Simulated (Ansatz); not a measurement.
Consider WS$_{2}$ in the 2H-MoS2 type structure (space group P6_3/mmc, No. 194; layered, stacked along the Cartesian z axis).

```
CELL_PARAMETERS angstrom
      3.16997     0.00000     0.00000
     -1.58498     2.74527     0.00000
      0.00000     0.00000    12.49179
ATOMIC_POSITIONS crystal
  W  0.33333 0.66667 0.25000
  W  0.66667 0.33333 0.75000
  S  0.33333 0.66667 0.62490
  S  0.66667 0.33333 0.12490
  S  0.66667 0.33333 0.37510
  S  0.33333 0.66667 0.87510
```

The values are results of Ansatz (an electronic-structure program) r2SCAN+rVV10, scalar-relativistic without spin-orbit coupling, not measurements.

```
level         band gap  lattice parameter a  lattice parameter c
------------  --------  -------------------  -------------------
r2SCAN+rVV10   1.13 eV              3.170 Å             12.492 Å
```

Measured: band gap 1.35 eV (room temperature; as listed in Carlos M. O. Bastos et al., Physical Review Materials (2019)); lattice parameter a 3.153 Å (room temperature; as listed in arXiv:1605.07067); lattice parameter c 12.323 Å (room temperature; as listed in arXiv:1605.07067).

Computed minus measured — band gap: r2SCAN+rVV10 -0.22 eV; lattice parameter a: r2SCAN+rVV10 +0.5 %; lattice parameter c: r2SCAN+rVV10 +1.4 %. Measured values not marked as corrected hold thermal and zero-point effects that the static-lattice runs lack. A measured gap can be an optical one, lowered by exciton binding. Levels without spin-orbit coupling miss its effect on the gap.

Spin-orbit coupling, missing from the scalar runs, can matter with W. No phonon test of stability was made.
